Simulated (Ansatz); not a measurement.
Consider Ga₂O₃ in the corundum structure (space group R-3c, No. 167).

```yaml
crystal:
  lattice:
    - [2.49227, 1.43891, 4.48034]
    - [-2.49227, 1.43891, 4.48034]
    - [0.00000, -2.87783, 4.48034]
  atoms:
    - { symbol: Ga, position: [0.35541, 0.35541, 0.35541] }
    - { symbol: Ga, position: [0.14459, 0.14459, 0.14459] }
    - { symbol: Ga, position: [0.64459, 0.64459, 0.64459] }
    - { symbol: Ga, position: [0.85541, 0.85541, 0.85541] }
    - { symbol: O, position: [0.55361, 0.94639, 0.25000] }
    - { symbol: O, position: [0.25000, 0.55361, 0.94639] }
    - { symbol: O, position: [0.94639, 0.25000, 0.55361] }
    - { symbol: O, position: [0.44639, 0.05361, 0.75000] }
    - { symbol: O, position: [0.75000, 0.44639, 0.05361] }
    - { symbol: O, position: [0.05361, 0.75000, 0.44639] }
```

Cartesian axes are those of the cell as printed.

Calculations: r2SCAN, PAW, 500 eV (Ansatz, an electronic-structure program; no spin-orbit coupling), earlier PAW set.

Base values:

```
Quantity                        Result
-----------------------------  -------
Shortest interatomic distance  1.925 Å
```

One thing is altered: tensor shear ε_xy = +0.74 % (engineering shear γ = 0.0148); the atoms relax in the strained cell.

Predict the new energy relative to the base.

The energy grows by 0.7 meV/atom.

What does the calculation give for the shortest interatomic distance after the change?

The shortest interatomic distance falls by 0.008 Å, from 1.925 Å to 1.917 Å.

What happens to the stress?

The stress (xx, yy, zz, yz, xz, xy; compression positive) is (0.06, 0.01, 0.03, -0.01, -0.28, -1.67) GPa.

Stability against distortions was not tested.
